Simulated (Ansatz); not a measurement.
Functionals compared on CH3 on the 1x1 (0001) surface of hcp Co, ferromagnetic, one in a 2x2 cell, started at the site 'hollow Co-Co-Co', in Ansatz (plane waves, PAW). The structure was relaxed with PBE; the other rows are single points on it, each with its references at the same level. Cutoff 420 eV.

Slab: 20 atoms, 6.0 Å thick at the start under the adsorbate (thin: gaps and levels are the slab's own); k 7x7x1, smearing 0.1 eV, dipole-corrected; 8 atoms held, the rest relaxed; held to the start's symmetry, so lower structures may exist; spin-polarised, no spin-orbit, no U, no dispersion correction. At the end it is bonded to 3 Co. In PBE it is, or lies within 0.03 eV of, the lowest of the starts that converged. These notes are the PBE run's. Adsorption energies are against CH4(g) − ½ H2(g). A negative adsorption energy means that the adsorbate is more stable on the surface than in its reference.

| functional | adsorption energy (eV) | work function of the top face (eV) | change of the work function (eV) | magnetic moment of the cell (μB) | rough cost of the single point |
|---|---|---|---|---|---|
| PBE | 0.53 | 3.62 | -1.36 | 26.37 | – |
| RPBE | ___ | ___ | ___ | 26.60 | very roughly 5 core-minutes |

Question: Complete the blanks.

Answer: 
- RPBE, adsorption energy (eV): 0.88
- RPBE, work function of the top face (eV): 3.51
- RPBE, change of the work function (eV): -1.29

Ansatz is a program for electronic structure.
